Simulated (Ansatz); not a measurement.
Start from Os in the fcc (Cu type) structure (space group Fm-3m, No. 225; a = 3.8205 Å).

Method: DFT with PBEsol, PAW potentials and a 420 eV plane-wave cutoff in Ansatz (a first-principles code), no spin-orbit coupling.

One change was made to it. Results:

| quantity | base | after |
|---|---|---|
| density | 22.66 g/cm³ | 22.81 g/cm³ |
| shortest interatomic distance | 2.702 Å | 2.695 Å |

### Question
What was done to the base?
A. pressure 3 GPa
B. pressure 7.5 GPa
C. pressure −1 GPa
D. pressure 0.3 GPa
E. pressure −2 GPa

### Answer
A, pressure 3 GPa. For comparison, the density in the other runs: pressure −1 GPa gives 22.60 g/cm³; pressure −2 GPa gives 22.55 g/cm³; pressure 7.5 GPa gives 23.05 g/cm³; pressure 0.3 GPa gives 22.67 g/cm³.

Load acts through the strain it causes; cell and atoms are relaxed under it. Whether these cells are dynamically stable was not tested. No other phases were tried under pressure. All final runs are without spin polarisation. This is not the structure that Os has at room temperature and ambient pressure.
